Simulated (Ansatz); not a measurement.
Start from BaTiO₃ (space group P4mm, No. 99; a = 3.972 Å, c = 4.113 Å). Axes: x, y, z lie along a, b, c of the conventional cell.

Now apply this change: a pure shear with ε_yz = ε_zy = 0.0157, atoms relaxed at fixed cell.

Levels (all Ansatz, an electronic-structure program, PAW): r2SCAN (500 eV, without spin-orbit coupling); HSE06 (420 eV, no spin-orbit coupling).

The geometry is relaxed with r2SCAN.

- r2SCAN lowest conduction level above the VBM at special points = Γ 2.45 eV; B 2.59 eV; Y₂ 2.87 eV

With HSE06 at the same geometry, the lowest conduction level above the VBM at special points becomes Γ 3.53 eV; B 3.71 eV; Y₂ 4.00 eV (r2SCAN: Γ 2.45 eV; B 2.59 eV; Y₂ 2.87 eV).

Single points use the geometry relaxed with r2SCAN. HSE06 gaps are upper bounds (no full band path). The levels and masses belong to the bands next to the band gap. The cells carry an imposed strain or load. No phonon test of stability was made. The final runs are not spin-polarised. k-point labels follow each cell's own Brillouin zone.
